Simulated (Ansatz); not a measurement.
The starting structures come from a database of crystals and need not be the phases stable at ambient conditions.

The decay constant κ of evanescent states in the gap governs leakage through a thin film.

Given:

```
AlGaN2
1.0
    3.14528     0.00000     0.00000
   -1.57264     2.72389     0.00000
    0.00000     0.00000     5.09689
Al Ga N
1 1 2
Cartesian
  0.00000   0.00000   5.09312
  1.57264   0.90797   2.53402
  1.57264   0.90797   0.56983
  0.00000   0.00000   3.20166
```

Space group of this cell: P3m1. The cell is taken as given.

Transport runs along the normal of the first two printed cell vectors, the (001) plane of the conventional cell.

The gap is the functional's own, uncorrected, and κ follows it; spin-orbit coupling is left out. Mid-gap values are interpolated between the computed energies.

Task: Give the band gap and the smallest decay constant κ at mid-gap that r2SCAN (Ansatz, a program for electronic structure) yields.

Result: Gap 3.37 eV on a 12×12×6 mesh; κ = 0.225 1/Å, at the zone centre.
